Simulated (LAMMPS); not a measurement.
One fault surface with several potentials: a slab of Ni (fcc) cut on the (001) plane, one half shifted rigidly along [1-10] and [110] of the cubic cell, atoms relaxed along the normal alone.

The levels:
- EAM-type CuNi.eam.alloy: classical force field (static), pair style eam/alloy, file CuNi.eam.alloy (LAMMPS); Onat and Durukanoglu, J Phys Cond Matt, 26, 035404 (2014)
- EAM-type Ni.adp: classical force field (static), pair style adp, file Ni.adp (LAMMPS); Mishin et al, Acta Mater, 53, 4029 (2005)
- EAM-type NiAlH_jea.eam.alloy: classical force field (static), pair style eam/alloy, file NiAlH_jea.eam.alloy (LAMMPS); Moody and Baskes, Modell Sim Mater Sci Eng, 3, 289-307 (1995)
- MEAM MoCoNiVFeAlCr_2nn.meam: classical force field (static), pair style meam, file MoCoNiVFeAlCr_2nn.meam (LAMMPS); Wang, J., Kwon, H., Kim, H.S. et al. A neural network model for high entropy alloy design. npj Comput Mater 9, 60 (2023).
- SNAP Ni_Zuo_JPCA2020.quadratic.snap: machine-learned potential (static), pair style snap, file Ni_Zuo_JPCA2020.quadratic.snap (LAMMPS); Y. Zuo, C. Chen, X, Li, Z. Deng, Y. Chen, J. Behler, G. Csányi, A. V. Shapeev, A. P. Thompson, M. A. Wood, S. P. Ong, "Performance and Cost Assessment of Machine Learning Interatomic Potentials" J. Phys. Chem. A 124, 4, 731-745 (2020)

```
potential                            largest along the first shift  largest on the surface
-----------------------------------  -----------------------------  ----------------------
EAM-type CuNi.eam.alloy                                 1040 mJ/m²              1770 mJ/m²
EAM-type Ni.adp                                         1310 mJ/m²              1920 mJ/m²
EAM-type NiAlH_jea.eam.alloy                             830 mJ/m²              1500 mJ/m²
MEAM MoCoNiVFeAlCr_2nn.meam                             1170 mJ/m²              2210 mJ/m²
SNAP Ni_Zuo_JPCA2020.quadratic.snap                     1220 mJ/m²              2020 mJ/m²
```
